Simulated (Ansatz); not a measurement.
Start from LiCl in the rock salt structure (space group Fm-3m, No. 225; a = 5.064 Å). Axes: x, y, z lie along the cube axes.

All numbers come from Ansatz (a program for electronic structure), PBEsol, PAW, cutoff 420 eV, no SOC.

For the base:

The electron mass is 0.46 mₑ (at Γ) and the pressure is 0.00 GPa. The valley order comes out as Γ 6.35 eV; L along ⟨111⟩ 6.58 eV; X along ⟨100⟩ 7.78 eV.

The change: uniaxial strain ε_zz = −0.50 %, all other strain components held at zero; the atoms relax in the strained cell.

Problem. Estimate the effect on the electron mass, pressure and valley order.

Solution. The electron mass stays 0.46 mₑ (at Γ); the pressure (mean of the normal stresses, compression positive) goes from zero to 0.18 GPa; the valley order (the lowest conduction-band minima on the path, energy above the VBM, named in the base's zone) changes from Γ 6.35 eV; L along ⟨111⟩ 6.58 eV; X along ⟨100⟩ 7.78 eV to Γ 6.37 eV; L along [1-11] 6.58 eV; X along [001] 7.78 eV; X along [100] 7.79 eV.

The levels and masses belong to the bands next to the band gap. Effective masses come from finite differences of ±0.01 Å⁻¹. Stability against distortions was not tested.
